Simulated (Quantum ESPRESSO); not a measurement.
A self-consistent single point of Re (P-1, 2 atoms in the cell) with Quantum ESPRESSO.

Computed with BLYP, SSSP 1.1.2 efficiency (PBE) pseudopotentials (plane waves; Quantum ESPRESSO).

```yaml
crystal:
  lattice:
    - [2.76534, 0.00000, 0.00000]
    - [-1.38267, 2.39486, 0.00000]
    - [0.00000, 0.00000, 4.47358]
  atoms:
    - { symbol: Re, position: [0.31653, 0.66728, 0.26108] }
    - { symbol: Re, position: [0.68347, 0.33272, 0.73893] }
```

Reference input (self-consistent single point, DFT, LDA (PZ), plane waves, GBRV 1.5 ultrasoft (LDA) pseudopotentials): ecutwfc = 40 Ry; ecutrho = 320 Ry; occupations = smearing; smearing = fd; degauss = 0.0073499 Ry; potentials = {Re: re_lda_v1.2.uspp.F.UPF}; K_POINTS = automatic 12 12 6 0 0 0; conv_thr = 1e-11 Ry. This run's input differs from it in these lines:

```diff
@@ -18,2 +18,3 @@
  degauss = 0.0073499
+ input_dft = 'blyp'
 /
@@ -23,3 +24,3 @@
 ATOMIC_SPECIES
-Re   186.2070  re_lda_v1.2.uspp.F.UPF
+Re   186.2070  Re_pbe_v1.2.uspp.F.UPF
 ATOMIC_POSITIONS {crystal}
```

The program printed (abridged):

```
     Self-consistent Calculation

     iteration #  1     ecut=    40.00 Ry     beta= 0.70

---- Real-time Memory Report at c_bands before calling an iterative solver
           217 MiB given to the printing process from OS
           131 MiB allocation reported by mallinfo(arena+hblkhd)
------------------

     negative rho (up, down):  2.671E-01 0.000E+00

     total energy              =    -380.47151436 Ry
     estimated scf accuracy    <       0.30541712 Ry

     iteration #  2     ecut=    40.00 Ry     beta= 0.70

---- Real-time Memory Report at c_bands before calling an iterative solver
   [... lines left out ...]
           330 MiB given to the printing process from OS
           141 MiB allocation reported by mallinfo(arena+hblkhd)
------------------

     negative rho (up, down):  2.610E-01 0.000E+00

     total energy              =    -380.55180531 Ry
     estimated scf accuracy    <          1.4E-10 Ry

     iteration # 10     ecut=    40.00 Ry     beta= 0.70

---- Real-time Memory Report at c_bands before calling an iterative solver
           330 MiB given to the printing process from OS
           141 MiB allocation reported by mallinfo(arena+hblkhd)
------------------

     negative rho (up, down):  2.610E-01 0.000E+00
     End of self-consistent calculation

     the Fermi energy is    24.7098 ev

!    total energy              =    -380.55180531 Ry
     estimated scf accuracy    <          7.7E-12 Ry
     smearing contrib. (-TS)   =      -0.00385007 Ry
     internal energy E=F+TS    =    -380.54795523 Ry

     convergence has been achieved in  10 iterations

     negative rho (up, down):  2.610E-01 0.000E+00

     Forces acting on atoms (cartesian axes, Ry/au):

     atom    1 type  1   force =     0.01741236   -0.00058222   -0.02450957
     atom    2 type  1   force =    -0.01741236    0.00058222    0.02450957

     Total force =     0.042526     Total SCF correction =     0.000012

     negative rho (up, down):  2.610E-01 0.000E+00
          total   stress  (Ry/bohr**3)                   (kbar)     P=      187.88
   0.00126080   0.00010677  -0.00015326          185.47       15.71      -22.55
   0.00010677   0.00130395   0.00000092           15.71      191.82        0.14
  -0.00015326   0.00000092   0.00126689          -22.55        0.14      186.37

   JOB DONE.
```

The run converged in 10 iterations. Against the reference run the pressure goes from -10.81 to 18.79 GPa and the largest force goes from 0.643 to 0.773 eV/Å.

The starting cell comes from a database of computed structures (which also holds hypothetical and non-ambient phases and stackings), without a prior relaxation at this level. Its atoms were displaced at random from the sites of space group no. 194. Spin polarisation is off. With a pressure of about 19 GPa the cell is away from its equilibrium volume at this level.

Cost on one core of a shared machine: roughly 80 s.
